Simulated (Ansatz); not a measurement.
The starting structures come from a database of crystals and need not be the phases stable at ambient conditions.

Tunnelling through a barrier is set by its complex band structure: the current falls as exp(−2κd) with the smallest κ.

```xyz
16
Lattice="5.3984 0.0000 0.0000 0.0000 11.1825 0.0000 0.0000 5.5913 3.8189" Properties=species:S:1:pos:R:3 pbc="T T T"
Zr     0.0000     5.5913     1.9095
Zr     0.0000    11.1825     1.9095
Pb     2.5251     8.3869     0.0000
Pb     2.8733     2.7956     0.0000
F      4.0120    12.6037     2.3833
F      1.3864     4.1701     1.4356
F      4.0120     9.7613     1.4356
F      1.3864     7.0124     2.3833
F      1.3864     9.7613     2.3833
F      4.0120     7.0124     1.4356
F      1.3864    12.6037     1.4356
F      4.0120     4.1701     2.3833
F      4.5513     4.7748     0.0000
F      0.8471     6.4077     0.0000
F      4.5513     0.8165     0.0000
F      0.8471    10.3660     0.0000
```

Space group of this cell: Cmme. The cell was relaxed by PBE-D3(BJ); by r2SCAN its mean pressure is -2.1 GPa.

Transport runs along the normal of the first two printed cell vectors.

No gap correction and no spin-orbit coupling; mid-gap values are interpolated between computed energies.

Task: Estimate the band gap and the smallest decay constant κ at mid-gap that r2SCAN (Ansatz, a quantum-chemistry and plane-wave program) returns for this system.

Result: Gap 5.58 eV on a 6×8×8 mesh; κ = 0.541 1/Å, at the zone centre.
